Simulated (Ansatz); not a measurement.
The reference is La₂O₃ (space group P-3m1, No. 164; a = 3.9061 Å, c = 6.0400 Å).

One thing is altered: a hydrostatic pressure of 50 GPa.

Levels (all Ansatz, an electronic-structure program, PAW): PBEsol (420 eV, no SOC); r2SCAN (500 eV, no spin-orbit coupling); HSE06 (420 eV, spin-orbit coupling left out).

One geometry, relaxed with PBEsol, under each level:

| level | band gap | lowest conduction level above the VBM at special points | pressure |
|---|---|---|---|
| PBEsol | 3.60 eV | K 3.60 eV; Γ 3.78 eV; M 4.05 eV; A 4.35 eV | 500.0 kbar |
| r2SCAN | [?] | [?] | [?] |
| HSE06 | 5.09 eV | K 5.09 eV; Γ 5.37 eV; M 5.72 eV | – |

### Question
Give the withheld r2SCAN results.

### Answer

- r2SCAN, band gap: 4.08 eV
- r2SCAN, lowest conduction level above the VBM at special points: K 4.08 eV; Γ 4.40 eV; M 4.59 eV; A 4.95 eV
- r2SCAN, pressure: 587.5 kbar

Single points use the geometry relaxed with PBEsol. Their cutoffs differ, which shifts pressures a little. HSE06 gaps are upper bounds (no full band path). Load acts through the strain it causes; cell and atoms are relaxed under it. Whether these cells are dynamically stable was not tested. Competing high-pressure phases were not computed.
